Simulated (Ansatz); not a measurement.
Output of an Ansatz run (abridged):

```
WARN the atoms were moved onto the symmetric positions of the space group found under crystal.symmetry.tolerance 1.0e-5 (fractional …
WARN ansatz: RAYON_NUM_THREADS=1 ignored (pool sized by the plan → 1); use --threads N
Pseudopotentials: kind: paw
Pseudopotential: La, paw, valence charge 11
Pseudopotential: O, paw, valence charge 6
Crystal: 5 atoms, lattice volume = 77.090 Å³
Basis set: ecut = 420 eV, 1497 PW (Γ), exchange–correlation on 54×54×90 points (8 copies of the dense FFT grid, shifted against one another)
Bands: 25, of which v1, the nominal top of the filled ones, is band 20 counted from 1 (19 counted from 0)
Symmetry: 12 space group operations
Space group: P-3m1 (ITA 164), of the structure as read, at distance tolerance 4.3e-5 Å
k-points: 28 of 196
Initial density: superposition of atomic densities (neutral atoms: chi_scale 0, normalization atom), corrected by the library's trained network
Initial wavefunctions: pseudopotential atomic-orbital guess
Eigensolver: davidson
Functional: x = pbe(κ = 0.804, μ = 0.2195149727645171), c = pbe(β = 0.06672455060314922)
SCF iter   1: F=—  HF=-14211.868519 eV  |F-HF|=—  |Δ(HF+E_count)|=         —  Δρ=2.47e-3  dr2=5.01e-3  ethr=1.77e-3  ⟨swp⟩=6.1  Hψ=3369  notcnv=0
all-band conjugate gradients solve this SCF's bands
preconditioner: auto → Resta (q_TF=auto, 2.446 Å⁻¹)
SCF iter   2: F=—  HF=-14211.869075 eV  |F-HF|=—  |Δ(HF+E_count)|=   5.56e-4  Δρ=1.48e-3  dr2=9.45e-4  ethr=1.25e-5  ⟨swp⟩=2.9  Hψ=1627  notcnv=0  defer=21
SCF iter   3: F=—  HF=-14211.869425 eV  |F-HF|=—  |Δ(HF+E_count)|=   3.50e-4  Δρ=6.70e-4  dr2=3.48e-4  ethr=2.36e-6  ⟨swp⟩=2.0  Hψ=1185  notcnv=0  defer=21
SCF iter   4: F=—  HF=-14211.869584 eV  |F-HF|=—  |Δ(HF+E_count)|=   1.59e-4  Δρ=1.11e-4  dr2=7.97e-6  ethr=8.70e-7  ⟨swp⟩=2.0  Hψ=1071  notcnv=0  defer=21
SCF iter   5: F=—  HF=-14211.869576 eV  |F-HF|=—  |Δ(HF+E_count)|=   7.70e-6  Δρ=7.38e-5  dr2=3.80e-6  ethr=1.99e-8  ⟨swp⟩=2.0  Hψ=1186  notcnv=0  defer=22
SCF iter   6: F=—  HF=-14211.869576 eV  |F-HF|=—  |Δ(HF+E_count)|=   4.88e-7  Δρ=2.09e-5  dr2=2.51e-7  ethr=9.51e-9  ⟨swp⟩=2.0  Hψ=1094  notcnv=0  defer=22
SCF iter   7: F=-14211.869576 eV  HF=-14211.869576 eV  |F-HF|=2.51e-8  |Δ(HF+E_count)|=   1.14e-7  Δρ=5.08e-6  dr2=2.04e-8  ethr=2.50e-10  ⟨swp⟩=10.9  Hψ=3328  notcnv=0
SCF 1 converged in 7 iterations: F = -14211.869576 eV  dr2 = 2.04e-8
SCF converged after 7 iterations
Free energy (F): -14211.869576 eV
Harris-Foulkes:  -14211.869576 eV  (|F-HF|=2.51e-8)
Internal energy: -14211.869576 eV  (E = F + TS)
E sigma→0 (E₀):  -14211.869576 eV
Fermi energy:    12.515326 eV
--- Per-component energies (eV) ---
  E_band       = 27.203585
  E_kinetic    = 920.464578
  E_local      = -1467.123112  (includes V_loc(G=0)·N_el)
  E_nonlocal   = 337.241543
  E_hartree    = 529.003769
  E_xc         = -505.846522
  E_vxc        = -585.216284  (∫ρ·V_xc dr)
  E_paw        = -11308.668551  (= ΣΔE_a)
  E_vpaw       = -236.177199  (= ΣTr[D̂ρ^β])
  E_aug_tail   = 0.007280  (compensation charges beyond the density's cutoff)
  E_ewald      = -2716.948561
  E_smearing   = -0.000000  (= −TS)
  E_closure    = 0.000000  (closes the sum)
  Σ components = -14211.869576   (vs F -14211.869576, Δ=0.00e0)
--- Forces (eV/Å), atoms counted from 1 ---
  atom   1  La     0.00000000     0.00000000    -0.63027318
  atom   2  La     0.00000000    -0.00000000     0.63027318
  atom   3  O      0.00000000     0.00000000     0.00000000
  atom   4  O     -0.00000000    -0.00000000    -0.14658733
  atom   5  O      0.00000000     0.00000000     0.14658733
  max |Σ_I F_I| component: 1.85e-17 eV/Å
--- Stress (GPa, compression-positive) ---
       12.015577       0.000000       0.000000
        0.000000      12.015577       0.000000
       -0.000000       0.000000       9.904193
  P = ⅓ Tr σ = 11.3118 GPa (113.118 kbar)
  The stress holds the Pulay correction. Without it, at fixed plane waves, as pw.x and ABINIT print it: P = 10.8584 GPa
--- Band table (eV; the first three rows and the last of 28) ---
  k-point 0: bands = ["-19.1000", "-18.7775", "-6.6545", "-5.3669", "-4.7831", "-2.5349", "-2.5349", "-2.2475", "-2.2475", "-2.1049", "-1.4042", "7.8958", "7.8958", "8.1471", "8.1471", "8.3228", "8.7435", "10.1049", "10.1049", "10.3413", "14.9592", [...]
  k-point 1: bands = ["-19.0561", "-18.8255", "-6.5474", "-5.3609", "-4.9609", "-2.5002", "-2.5002", "-2.2835", "-2.2835", "-2.0058", "-1.4048", "7.6966", "7.6966", "7.9615", "8.3187", "8.3187", "9.1320", "10.0385", "10.1715", "10.1715", "15.1051", [...]
  k-point 2: bands = ["-18.9678", "-18.9180", "-6.4147", "-5.3804", "-5.1305", "-2.4456", "-2.4456", "-2.3394", "-2.3394", "-1.9154", "-1.4057", "7.5793", "7.5793", "7.7866", "8.4035", "8.4035", "9.4082", "9.6698", "10.2444", "10.2444", "15.3776", [...]
  k-point 27: bands = ["-18.7497", "-18.7383", "-7.1555", "-7.0723", "-5.2900", "-3.2188", "-2.6078", "-2.5342", "-2.1145", "-0.9018", "-0.8561", "7.9252", "8.2159", "8.6348", "8.9289", "9.1038", "9.9642", "10.0826", "10.2096", "10.5367", "14.9008", [...]
```

The structure:

```xyz
5
Lattice="1.9267 -3.3371 0.0000 1.9267 3.3371 0.0000 0.0000 0.0000 5.9951" Properties=species:S:1:pos:R:3 pbc="T T T"
La     1.9267     1.1124     1.4808
La     1.9267    -1.1124     4.5143
O      0.0000     0.0000     0.0000
O      1.9267     1.1124     3.8789
O      1.9267    -1.1124     2.1163
```

Question: Reconstruct the input of this run.

Answer: Other spellings and defaults could give the same log, and not every line can be read from it. The input that was run (DFT, PBE, plane waves, default PAW files):

Ansatz 0.2 input:
```yaml
crystal:
  lattice:
    - [1.926660, -3.337073, 0.000000]
    - [1.926660, 3.337073, 0.000000]
    - [0.000000, 0.000000, 5.995140]
  atoms:
    - { symbol: La, position: [0.333333, 0.666667, 0.247000] }
    - { symbol: La, position: [0.666667, 0.333333, 0.753000] }
    - { symbol: O, position: [0.000000, 0.000000, 0.000000] }
    - { symbol: O, position: [0.333333, 0.666667, 0.647000] }
    - { symbol: O, position: [0.666667, 0.333333, 0.353000] }
basis:
  ecutwfc: 420.0
kpoints:
  mp_grid:
    grid: [7, 7, 4]
hamiltonian:
  xc: pbe
  pseudopotentials:
    kind: paw
scf:
  occupations:
    method: fermi_dirac
    width: 0.02
output:
  forces: true
  eigenvalues: true
  stress: true
```

The starting cell has typed, rounded lattice constants, without a prior relaxation at this level. Its lattice was rescaled by a random factor within 2.5 % of one. With a pressure of about 11 GPa the cell is away from its equilibrium volume at this level. Ansatz's pressure includes its estimate of the finite-basis (Pulay) stress. Another mesh or the band path of this cell gives a smaller gap, so this value is not converged in the mesh.

Ansatz is a first-principles code.
